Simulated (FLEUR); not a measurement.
**Tetragonal strain at fixed volume: Cu3Au-type Al3Sc (space group 221) (FLEUR, LDA)**

```
Al3Sc
1.0
    3.93274     0.00000     0.00000
    0.00000     3.93274     0.00000
    0.00000     0.00000     4.24308
Sc Al
1 3
Direct
  0.00000   0.00000   0.00000
  0.00000   0.50000   0.50000
  0.50000   0.00000   0.50000
  0.50000   0.50000   0.00000
```

Method of the run: LDA (Perdew-Zunger), all-electron FLAPW (FLEUR), scalar-relativistic valence in FLEUR. Settings: Kmax = 4.67 1/bohr; GmaxXC = 14 1/bohr; xcFunctional = pz; jspins = 1; l_soc = F; mode = hist; fermiSmearingEnergy = 0.00183747 Htr; mesh (inpgen div1-3) = 16 16 16; inpgen gamma flag = true; Gmax = 14 1/bohr; numbands = 0; maxIterBroyd = 40; imix = Anderson; alpha = 0.05; precondParam = 0; minDistance = 1e-05 me/bohr^3. The cell above is the first row's. The rows deform the cubic crystal at fixed volume: two cube axes by 1 + δ, the third by (1 + δ)⁻². E is the free energy at the stated smearing above the cubic cell, and y = E/δ². In all rows fractional positions and the k mesh are held.

| δ (%) | y (meV/atom per %²) |
|---|---|
| -2.5 | 5.087 |
| -2.0 | 5.058 |
| -1.5 | 5.022 |
| -1.0 | 4.980 |
| 1.0 | 4.670 |
| 2.5 | ? |

### Question
Using a straight line, estimate the missing y at δ = 2.5 from the other rows, showing the fit.

### Answer
Means: δ -1.2000, y 4.9634. About the means, the sum of products is -0.89610 and the sum of squares of δ is 7.3000; the slope is their ratio. Least squares gives y = 4.8161 - 0.12275·δ. Residuals (row less fit): -0.0360, -0.0036, 0.0218, 0.0412, -0.0233; standard error 0.0366 (degrees of freedom: 3). To second order E = 3(C11 - C12)·V·δ², so the intercept gives, with V = 16.406 Å^3/atom and δ in per cent, C11 - C12 = 4.8161 × 10⁴ × 0.160218 / (3 × 16.406) = 157 GPa. The slope measures the third-order term; a fourth-order term enters the intercept as a small bias. At the withheld row, y = 4.8161 - 0.12275 × 2.5 = 4.5092 meV/atom per %². The calculation gives 4.405 meV/atom per %², 0.1042 meV/atom per %² below the prediction (15.3 % of the range of y in the table). The row lies outside the fitted rows, so this is an extrapolation. From the scatter of the fitted rows alone, a prediction at this place has a standard error of 0.0642 meV/atom per %², so the miss is 1.6 times that.

Carrying the step between the two nearest rows on in a straight line would have given 4.438, off by 0.033; series whose last step already gives the withheld value aren't shown. The reference cell has the volume at which an earlier scan in this program and functional put its minimum by a fit (its basis settings may differ). The runs keep the symmetry of the cell, so they don't test it for distortions. Values depend on the basis (sphere radii, cutoffs, local orbitals), which need not be converged. In metals such curves are sensitive to mesh and smearing. 2 of the planned runs didn't end soundly and are left out. Cutoffs and mesh are single choices, not tested for convergence of this quantity. Series with a scatter that would blur these digits, or in which a gap closes, are not shown. Strain series were run only where this level's volume lies within 10 % of a first guess from the measured size.
